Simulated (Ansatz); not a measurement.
SiH3 on the 1x1 (111) surface of fcc Ag, one in a 2x2 cell: adsorption energies (eV for each) against SiH4(g) − ½ H2(g) in Ansatz (plane waves, PAW). Structures relaxed with PBE; the other functionals are single points on them, with slab and gas at the same level. No dispersion, zero-point or thermal terms. Rows are starts at which the adsorbate stayed.

Set-up: 20 atoms, 7.1 Å thick at the start under the adsorbate (thin: gaps and levels are the slab's own); mesh 6x6x1; 0.1 eV smearing; dipole correction on; 8 atoms held, the rest relaxed; each run with such symmetry as its start has; spin-polarised, no spin-orbit, no U, no dispersion correction.

```tsv
site	PBE	RPBE	r2SCAN
top Ag	0.24	0.42	(withheld)
hollow Ag-Ag-Ag over Ag at depth 2.4 Å	0.09	0.37	(withheld)
```

Problem. What belongs in the gaps?

Solution. 
- top Ag, r2SCAN: 0.13
- hollow Ag-Ag-Ag over Ag at depth 2.4 Å, r2SCAN: -0.02

RPBE moves the energies by 0.23 eV on average against PBE and puts 'hollow Ag-Ag-Ag over Ag at depth 2.4 Å' lowest, as PBE does. r2SCAN moves the energies by -0.11 eV on average against PBE and puts 'hollow Ag-Ag-Ag over Ag at depth 2.4 Å' lowest, as PBE does.

Ansatz is a program for electronic structure.
